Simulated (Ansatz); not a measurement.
Take Pd in the fcc (Cu type) structure (space group Fm-3m, No. 225; a = 3.841 Å; relaxed with 0.1 eV smearing) as the base. Axes: x, y, z lie along the cube axes.

Level of theory: LDA (Ansatz, an electronic-structure program; PAW; 420 eV plane waves; without spin-orbit coupling).

Strains are applied to the cell and any free atomic positions relax; under biaxial strain the out-of-plane vector relaxes too.

One change was made to it. Results:

The shortest interatomic distance decreases by 0.024 bohr (5.133 bohr → 5.109 bohr); the energy rises by 5.5 meV/atom.

Name the change that was made.
A) biaxial strain +2.00 %, plane normal [001], relaxed out of plane
B) biaxial strain −2.00 %, plane normal [001], relaxed out of plane
C) biaxial strain +3.00 %, plane normal [001], relaxed out of plane
D) biaxial strain −2.50 %, plane normal [001], relaxed out of plane
E) biaxial strain −1.00 %, plane normal [001], relaxed out of plane

A, biaxial strain +2.00 %, plane normal [001], relaxed out of plane. For comparison, the energy relative to the base in the other runs: biaxial strain +3.00 %, plane normal [001], relaxed out of plane gives +11 meV/atom; biaxial strain −2.50 %, plane normal [001], relaxed out of plane gives +12 meV/atom; biaxial strain −1.00 %, plane normal [001], relaxed out of plane gives +1.7 meV/atom; biaxial strain −2.00 %, plane normal [001], relaxed out of plane gives +7.2 meV/atom.

No phonon test of stability was made. All final runs are without spin polarisation.
